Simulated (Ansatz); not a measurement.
## SrScHO₂ (model structure, started from the SrVO2H type, P4/mmm, No. 123, 5 atoms in the cell)

The numbers are results of PBE (Ansatz, a first-principles code, plane waves, PAW), not measurements.

Settings: plane-wave cutoff 520 eV, 8×8×10 k mesh (along the axes of the cell as run), Fermi–Dirac smearing 0.01 eV, scalar-relativistic PAW data made under PBE.

Cell (relaxed with PBEsol):

```cif
data_HO2ScSr
_chemical_formula_sum 'Sr1 Sc1 O2 H1'
_space_group_name_H-M_alt 'P4/mmm'
_space_group_IT_number 123
_space_group_name_Hall '-P 4 2'
_cell_length_a 4.08710
_cell_length_b 4.08710
_cell_length_c 3.81716
_cell_angle_alpha 90.000
_cell_angle_beta 90.000
_cell_angle_gamma 90.000
loop_
_atom_site_label
_atom_site_type_symbol
_atom_site_symmetry_multiplicity
_atom_site_Wyckoff_symbol
_atom_site_fract_x
_atom_site_fract_y
_atom_site_fract_z
_atom_site_occupancy
Sr1 Sr 1 d 0.50000 0.50000 0.50000 1
Sc1 Sc 1 a 0.00000 0.00000 0.00000 1
O1 O 2 f 0.00000 0.50000 0.00000 1
H1 H 1 b 0.00000 0.00000 0.50000 1
```

```json
{
  "band_gap": "2.38 eV",
  "smallest_direct_gap_on_the_k_points_sampled": "2.80 eV",
  "Γ–Γ gap": "4.15 eV"
}
```

Note: the relaxation could raise the start's symmetry but not lower it, so the cell can be a saddle point; cell and atoms aren't relaxed at this level (pressure 4.4 GPa).

Spin–orbit coupling is not included.

Static lattice: no zero-point or thermal effects.

A model structure was made by putting elements into a prototype or built by hand; it is no filed structure, need not be a known phase, and can be a saddle point held by its symmetry.
